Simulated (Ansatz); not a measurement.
## F on the 1x1 (10-10) surface of wurtzite ZnO (cut with top plane O + Zn), one in a 1x1 cell, started at the site 'top Zn'

Host crystal: wurtzite ZnO, with a band gap (PBE, scalar-relativistic without spin-orbit coupling).

Computed with PBE (plane waves to 420 eV, PAW; Ansatz, a program for electronic structure).

Model: 17-atom slab, 9.4 Å thick at the start under the adsorbate (thin: gaps and levels are the slab's own), 6x4x1 mesh, Fermi-Dirac 0.01 eV, dipole correction, 8 atoms held, the rest relaxed; held to the start's symmetry, so lower structures may exist; spin-polarised, ending with about 0.9 μB a cell, a value that depends on the mesh; orders that need a larger cell were not tried, no spin-orbit, no U, no dispersion correction. The slab shows no gap over 0.04 eV on its mesh. At the end it is bonded to Zn. In PBE this state lies 0.18 eV over the lowest of the starts that converged ('hollow O', where the adsorbate rearranged the host).

The adsorption energy against ½ F2(g) is -1.19 eV. The work function of the top face is 8.32 eV. The change of the step from the bottom to the top vacuum level, against the clean slab is 2.56 eV. The energy released by relaxation comes out as 0.88 eV. The height of the binding atom over the mean of the host atoms within 0.3 Å of the top one comes out as 1.374 Å and the nearest host atoms of the binding atom comes out as Zn at 1.82 Å, O at 2.59 Å, Zn at 2.91 Å. The largest move of a host atom comes out as 0.52 Å, the note comes out as in the relaxation the adsorbate left its starting site by 1.7 Å and the cost is around 28 core-minutes (rough).

A negative adsorption energy means that the adsorbate is more stable on the surface than in its reference.
